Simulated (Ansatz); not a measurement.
Seebeck coefficient (μV/K, mean over directions) of n-type BeS (F-43m) against carrier density, Ansatz (an electronic-structure program) with HSE06, rigid bands. Computed gap 4.04 eV; densities at which minority carriers matter at this gap, or further valleys turn the trend, are left out. Conductivity mass 0.36 mₑ (harmonic mean over directions), N_c = 1.9e19 cm⁻³ at 300 K.

```csv
electron density,300 K,500 K
1e16 cm⁻³,-863,-929
1e17 cm⁻³,-664,-731
1e18 cm⁻³,-466,-533
3e18 cm⁻³,?,-438
1e19 cm⁻³,-272,-336
3e19 cm⁻³,-185,-245
1e20 cm⁻³,?,-154
3e20 cm⁻³,-54,-87
1e21 cm⁻³,-26,?
```

Question: Complete the blanks.

Answer: 
- 3e18 cm⁻³, 300 K: -372
- 1e20 cm⁻³, 300 K: -104
- 1e21 cm⁻³, 500 K: -43

Rigid bands with a gap fixed in temperature, one relaxation time for all states, no polarons or phonon drag, and whether or not such doping can be reached. Spin-orbit coupling is left out. Geometry: cell and atoms relaxed with PBEsol.
